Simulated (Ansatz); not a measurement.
Results of PBE0 in Ansatz (PAW) for CaO (model structure, started from the CsCl type, Pm-3m, No. 221, 2 atoms in the cell).

Run with plane-wave cutoff 460 eV, 8×8×8 k mesh, Fermi–Dirac smearing 0.01 eV, scalar-relativistic PAW data made under PBE.

The cell is the one relaxed with PBEsol. Conventional cell: a = 2.8882 Å, b = 2.8882 Å, c = 2.8882 Å, α = 90.00°, β = 90.00°, γ = 90.00°.

```yaml
crystal:
  lattice:
    - [2.88821, 0.00000, 0.00000]
    - [0.00000, 2.88821, 0.00000]
    - [0.00000, 0.00000, 2.88821]
  atoms:
    - { symbol: Ca, position: [0.00000, 0.00000, 0.00000] }
    - { symbol: O, position: [0.50000, 0.50000, 0.50000] }
```

**Question.** List the 9 lowest band energies at Γ above −25 eV (eV, relative to the valence band maximum), grouping those that round alike.

**Answer.** At Γ: -20.93 (×3), -18.11, -0.35 (×3), 5.22 (×2).

Note: the run warned that its exchange threshold was loose for the stress; the relaxation could raise the start's symmetry but not lower it, so the cell can be a saddle point; cell and atoms aren't relaxed at this level (pressure 2.3 GPa).

A model structure was made by putting elements into a prototype or built by hand; it is no filed structure, need not be a known phase, and can be a saddle point held by its symmetry.

Ansatz is a quantum-chemistry and plane-wave program.
